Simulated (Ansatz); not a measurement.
monolayer As under uniaxial strain yy, other axes clamped: band gap by PBE, rigid bands (plane waves, PAW, scalar-relativistic; Ansatz, a first-principles code). The unloaded cell, whose axes the loads refer to:

```cif
data_As4
_chemical_formula_sum 'As4'
_space_group_name_H-M_alt 'P 1'
_space_group_IT_number 1
_cell_length_a 4.76996
_cell_length_b 3.67829
_cell_length_c 18.28068
_cell_angle_alpha 90.000
_cell_angle_beta 90.000
_cell_angle_gamma 90.000
loop_
_space_group_symop_operation_xyz
  'x, y, z'
loop_
_atom_site_label
_atom_site_type_symbol
_atom_site_fract_x
_atom_site_fract_y
_atom_site_fract_z
_atom_site_occupancy
As1 As 0.57188 0.00000 0.56549 1
As2 As 0.92812 0.50000 0.56549 1
As3 As 0.42812 0.00000 0.43451 1
As4 As 0.07188 0.50000 0.43451 1
```

```json
[
 {"uniaxial strain yy, other axes clamped (%)": "-2", "band gap (eV)": "?"},
 {"uniaxial strain yy, other axes clamped (%)": "0", "band gap (eV)": "0.82"},
 {"uniaxial strain yy, other axes clamped (%)": "2", "band gap (eV)": "0.77"},
 {"uniaxial strain yy, other axes clamped (%)": "4", "band gap (eV)": "0.60"}
]
```

**Question.** Fit a straight line to band gap against the load over the rows given, and predict the row at -2 %.

**Answer.** The means are x̄ = 2.000 % and ȳ = 0.7300; Σ(x − x̄)(y − ȳ) = -0.4400 and Σ(x − x̄)² = 8.000, so the slope is -55.0 meV per % of strain, and the rows given lie within 40 meV of the line. At -2 % the line gives 0.95 eV; the calculation gives 0.72 eV, 32 % from it, so the trend bends or changes character over this range.

Spin-orbit coupling is left out. Gaps are resolved to about 0.01 eV. The structure type is held at every load. Geometry: cell and atoms relaxed with PBE.
